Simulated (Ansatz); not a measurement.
An Ansatz (a first-principles code) run: Si; Kohn–Sham DFT with the PBEsol functional, run in Ansatz with PAW and 420 eV plane waves, no spin-orbit coupling.

Input:

Ansatz 0.2 input:
```yaml
crystal:
  lattice:
    - [-3.3008153901, 3.3008153901, 3.3008153901]
    - [3.3008153901, -3.3008153901, 3.3008153901]
    - [3.3008153901, 3.3008153901, -3.3008153901]
  atoms:
    - { symbol: Si, position: [0.2046075203, 0.2046075203, 0.2046075203] }
    - { symbol: Si, position: [0.5, 0, 0.2953924797] }
    - { symbol: Si, position: [0.2953924797, 0.5, 0] }
    - { symbol: Si, position: [0, 0.2953924797, 0.5] }
    - { symbol: Si, position: [0.7953924797, 0.7953924797, 0.7953924797] }
    - { symbol: Si, position: [0.5, 0, 0.7046075203] }
    - { symbol: Si, position: [0.7046075203, 0.5, 0] }
    - { symbol: Si, position: [0, 0.7046075203, 0.5] }
basis: { ecutwfc: 420, ecutrho_ratio: 4, xc_grid: 2, fft_grid_basis: typed }
kpoints: { mp_grid: { grid: [10, 10, 10] } }
hamiltonian:
  xc: pbesol
  dispersion: none
  pseudopotentials: { kind: paw }
scf: { occupations: { method: fermi_dirac, width: 0.05 }, convergence: { dr2_threshold: 0.0000000008 } }
output: { forces: true, stress: true }
```

Output:

```
WARN ansatz: RAYON_NUM_THREADS=2 ignored (pool sized by the plan → 2); use --threads N
Pseudopotentials: kind: paw
Pseudopotential: Si, paw, valence charge 4
Functional definition: PBEsol
Crystal: 8 atoms, lattice volume = 143.855 Å³
Basis set: ecut = 420 eV, 2779 PW (Γ), exchange–correlation on 80×80×80 points (8 copies of the dense FFT grid, shifted against one another)
Bands: 24, of which v1, the nominal top of the filled ones, is band 16 counted from 1 (15 counted from 0)
Symmetry: 24 space group operations
Space group: Ia-3 (ITA 206), of the structure as read, at distance tolerance 5.2e-5 Å
k-points: 61 of 1000
PAW frozen core: Si, regenerated for the run's functional, and the local potential with it
Initial density: superposition of atomic densities (neutral atoms: chi_scale 0, normalization atom), corrected by the library's trained network
Initial wavefunctions: pseudopotential atomic-orbital guess
Eigensolver: davidson
Functional: x = pbesol(κ = 0.804, μ = 0.12345679012345678), c = pbesol(β = 0.046)
SCF iter   1: F=—  HF=-4970.993286 eV  |F-HF|=—  |Δ(HF+E_count)|=         —  Δρ=2.64e-3  dr2=1.02e-2  ethr=1.77e-3  ⟨swp⟩=7.3  Hψ=8696  notcnv=0  defer=6
all-band conjugate gradients solve this SCF's bands
preconditioner: auto → Kerker (q_TF=auto, 2.124 Å⁻¹)
SCF iter   2: F=—  HF=-4970.992878 eV  |F-HF|=—  |Δ(HF+E_count)|=   4.08e-4  Δρ=1.64e-3  dr2=4.29e-3  ethr=3.20e-5  ⟨swp⟩=2.0  Hψ=2407  notcnv=0  defer=26
SCF iter   3: F=—  HF=-4970.991994 eV  |F-HF|=—  |Δ(HF+E_count)|=   8.84e-4  Δρ=1.74e-4  dr2=3.71e-5  ethr=1.34e-5  ⟨swp⟩=2.6  Hψ=2422  notcnv=0  defer=26
SCF iter   4: F=—  HF=-4970.991991 eV  |F-HF|=—  |Δ(HF+E_count)|=   3.09e-6  Δρ=4.78e-5  dr2=3.94e-6  ethr=1.16e-7  ⟨swp⟩=2.9  Hψ=2438  notcnv=0  defer=26
SCF iter   5: F=—  HF=-4970.991992 eV  |F-HF|=—  |Δ(HF+E_count)|=   1.62e-6  Δρ=1.08e-5  dr2=2.33e-7  ethr=1.23e-8  ⟨swp⟩=2.0  Hψ=2351  notcnv=0  defer=26
SCF iter   6: F=—  HF=-4970.991993 eV  |F-HF|=—  |Δ(HF+E_count)|=   6.79e-7  Δρ=2.62e-6  dr2=1.43e-8  ethr=7.27e-10  ⟨swp⟩=2.0  Hψ=2265  notcnv=0  defer=26
SCF iter   7: F=-4970.991993 eV  HF=-4970.991993 eV  |F-HF|=7.55e-11  |Δ(HF+E_count)|=   3.20e-9  Δρ=3.01e-7  dr2=1.69e-10  ethr=2.50e-12  ⟨swp⟩=3.0  Hψ=5740  notcnv=0
SCF 1 converged in 7 iterations: F = -4970.991993 eV  dr2 = 1.69e-10
SCF converged after 7 iterations
Free energy (F): -4970.991993 eV
Harris-Foulkes:  -4970.991993 eV  (|F-HF|=7.55e-11)
Internal energy: -4970.984243 eV  (E = F + TS)
E sigma→0 (E₀):  -4970.988118 eV
Entropy (-TS):   -0.007750 eV (-0.969 meV/atom)
Fermi energy:    7.656494 eV
--- Per-component energies (eV) ---
  E_band       = 71.527772
  E_kinetic    = 323.380373
  E_local      = -135.261550  (includes V_loc(G=0)·N_el)
  E_nonlocal   = 207.570064
  E_hartree    = 35.654746
  E_xc         = -438.750084
  E_vxc        = -376.361607  (∫ρ·V_xc dr)
  E_paw        = -3990.869511  (= ΣΔE_a)
  E_vpaw       = -19.109064  (= ΣTr[D̂ρ^β])
  E_aug_tail   = 0.000049  (compensation charges beyond the density's cutoff)
  E_ewald      = -972.960816
  E_core_change = 0.252485  (= ΣΔE_core)
  E_smearing   = -0.007750  (= −TS)
  E_closure    = 0.000000  (closes the sum)
  Σ components = -4970.991993   (vs F -4970.991993, Δ=0.00e0)
  [band-id]    e_kinetic+e_local+e_nonlocal+2·e_hartree+e_vxc+e_vpaw+e_augmentation_tail = 71.527757   (vs E_band 71.527772, Δ=-1.51e-5)
--- Forces (eV/Å), atoms counted from 1 ---
  atom   1  Si     0.00033349     0.00033349     0.00033349
  atom   2  Si    -0.00033349    -0.00033349     0.00033349
  atom   3  Si     0.00033349    -0.00033349    -0.00033349
  atom   4  Si    -0.00033349     0.00033349    -0.00033349
  atom   5  Si    -0.00033349    -0.00033349    -0.00033349
  atom   6  Si     0.00033349     0.00033349    -0.00033349
  atom   7  Si    -0.00033349     0.00033349     0.00033349
  atom   8  Si     0.00033349    -0.00033349     0.00033349
  max |Σ_I F_I| component: 1.73e-17 eV/Å
--- Stress (GPa, compression-positive) ---
        0.006970       0.000000       0.000000
        0.000000       0.006970      -0.000000
        0.000000      -0.000000       0.006970
  P = ⅓ Tr σ = 0.0070 GPa (0.070 kbar)
  The stress holds the Pulay correction. Without it, at fixed plane waves, as pw.x and ABINIT print it: P = -0.0211 GPa
  The stress includes an estimate of the error left by incomplete SCF convergence (largest component 0.0000 GPa).
--- Band table ---
  band table: none
```

Whether these cells are dynamically stable was not tested. The cell is Si (space group Ia-3, No. 206). This is not the structure that Si has at room temperature and ambient pressure.
